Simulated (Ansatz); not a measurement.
# Ti: response to strain

The reference is Ti in the hcp (Mg type) structure (space group P6_3/mmc, No. 194; relaxed with 0.1 eV smearing).

```yaml
crystal:
  lattice:
    - [2.93639, 0.00000, 0.00000]
    - [-1.46820, 2.54299, 0.00000]
    - [0.00000, 0.00000, 4.64022]
  atoms:
    - { symbol: Ti, position: [0.66667, 0.33333, 0.75000] }
    - { symbol: Ti, position: [0.33333, 0.66667, 0.25000] }
```

Strains are applied to the cell and any free atomic positions relax.

Method: plane-wave PAW DFT at the r2SCAN level (Ansatz, a program for electronic structure, 500 eV), scalar-relativistic without spin-orbit coupling.

Notes on the quantities. energy relative to the base: free energy F; pressure: mean of the normal stresses, compression positive.

| case | energy relative to the base | pressure | shortest interatomic distance |
|---|---|---|---|
| base | 0 meV/atom | 0.0 GPa | 2.874 Å |
| isotropic strain +0.50 % | +1.4 meV/atom | -1.7 GPa | 2.888 Å |
| isotropic strain +1.00 % | +5.5 meV/atom | -3.3 GPa | 2.902 Å |
| isotropic strain +1.50 % | +12 meV/atom | -4.8 GPa | 2.917 Å |
| isotropic strain +2.00 % | +22 meV/atom | -6.2 GPa | 2.931 Å |
| isotropic strain +2.50 % | +33 meV/atom | -7.6 GPa | 2.945 Å |
| isotropic strain +3.00 % | +47 meV/atom | -8.9 GPa | 2.960 Å |

Whether these cells are dynamically stable was not tested. The final runs are not spin-polarised.
